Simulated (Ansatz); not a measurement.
## A computed series for PtGe: pressure series

The reference is PtGe (space group Pnma, No. 62; a = 5.772 Å, b = 3.713 Å, c = 6.129 Å).

Cell and atoms are relaxed at each pressure.

The values are results of DFT with r2SCAN, PAW potentials and a 500 eV plane-wave cutoff in Ansatz (an electronic-structure program), no spin-orbit coupling, not measurements.

```tsv
pressure (GPa)	volume per atom (Å³/atom)
0	16.418
0.3	16.388
0.7	16.348
1.5	?
3	16.127
5	15.949
7.5	15.744
10	15.554
```

Problem. Fit the third-order Birch–Murnaghan form P(V) = (3B₀/2)[(V₀/V)^(7/3) − (V₀/V)^(5/3)]·[1 + (3/4)(B₀′ − 4)((V₀/V)^(2/3) − 1)] (squares taken in P) to the rows shown and predict the withheld row.

Solution. Least squares on the printed values gives V₀ = 16.419 Å³/atom, B₀ = 159 GPa, B₀′ = 5.5; this predicts 16.268 Å³/atom, and the run gives 16.268 Å³/atom, in agreement.

Load acts through the strain it causes; cell and atoms are relaxed under it. Whether these cells are dynamically stable was not tested. No other phases were tried under pressure. All final runs are without spin polarisation.
